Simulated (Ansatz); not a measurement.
Take a 30-atom supercell of AlRu in the CsCl type structure (space group Pm-3m, No. 221; a = 2.976 Å) at its relaxed geometry as the base.

Calculations: PBEsol, PAW, 420 eV (Ansatz, a first-principles code; without spin-orbit coupling).

Before the change:

| Item | Value |
|---|---|
| Pressure | 0.0 GPa |

The change: a neutral H interstitial (started 1.66 Å from the nearest host atom), atoms relaxed at fixed cell, starting from a slightly rattled geometry.

Task: Estimate the effect on the final site of the added atom, pressure and largest displacement of a host atom from its site in the perfect cell.

Result: The final site of the added atom amounts to 2 Ru at 1.67 Å and 2 Al at 1.84 Å; the pressure goes from zero to 1.7 GPa; the largest displacement of a host atom from its site in the perfect cell amounts to 0.11 Å.

In so small a cell the defect repeats every few ångströms: this is an ordered compound, not a dilute defect. The final runs are not spin-polarised. The defect cell is not spin-polarised.
